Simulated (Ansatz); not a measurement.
System: AlB2-type TiB2. Method: rVV10 (Ansatz, a first-principles code, plane waves, PAW).

Numerical settings: plane-wave cutoff 520 eV, 24×24×18 k mesh (along the axes of the cell as run), Fermi–Dirac smearing 0.05 eV, no spin polarisation, scalar-relativistic PAW data made under PBE.

Computed at the level's own relaxed cell.

Question: Give the computed bulk modulus B0, pressure derivative B′ of the bulk modulus, volume per atom and equilibrium lattice constant a.

Answer: 
- bulk modulus B0 = 248 GPa
- pressure derivative B′ of the bulk modulus = 4.0
- volume per atom = 8.59 Å³/atom
- equilibrium lattice constant a = 3.032 Å

The run finds no gap.

Measured, for comparison: bulk modulus 240 GPa (room temperature, no zero-point or thermal correction, our sources range from 233 to 250; as tabulated in Synthesis of Binary Transition Metal Nitrides, Carbides and Borides from the …); lattice constant a 3.029 Å (293 K, no zero-point or thermal correction; as tabulated in R. G. Munro, J. Res. NIST 105, 709 (2000), Material Properties of Titanium …). Computed (rounded) less measured: bulk modulus +3 % (inside the range of the sources held), lattice constant a +0.1 %.

Note: the bulk modulus comes from volumes at which shape and atoms were relaxed.

Computed values are for the static lattice.

Cost on a shared machine: roughly 7 core-minutes.
